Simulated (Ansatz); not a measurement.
Consider the following.

```
CoSi
1.0
    4.38541     0.00000     0.00000
    0.00000     4.38541     0.00000
    0.00000     0.00000     4.38541
Co Si
4 4
Direct
  0.85427   0.64573   0.35427
  0.64573   0.35427   0.85427
  0.35427   0.85427   0.64573
  0.14573   0.14573   0.14573
  0.15671   0.34329   0.65671
  0.34329   0.65671   0.15671
  0.65671   0.15671   0.34329
  0.84329   0.84329   0.84329
```

The numbers are results of PBEsol, DFPT electron-phonon coupling, linearised Boltzmann equation (plane waves, PAW, scalar-relativistic; Ansatz, a first-principles code), not measurements. Geometry: relaxed with this functional, without spin-orbit coupling.

Task: Estimate the phonon-limited resistivity at 300 K, by direction if it differs.

Result: 60 μΩ·cm.

A metal at this level (no band gap). Only scattering by harmonic phonons is included (no impurities, grain boundaries, electron-electron scattering or thermal expansion). Spin-orbit coupling is left out. Few carriers conduct, so the values hang on small band overlaps. Halving the electron mesh (20x20x20) moves the resistivity by up to 8 % at 300 K. Smearing 0.20 eV; phonons on a 3x3x3 q mesh, which this run doesn't test.

Treated as nonmagnetic (a ferromagnetic start lost its moment, other orders weren't tried): CoSi (P2_13).
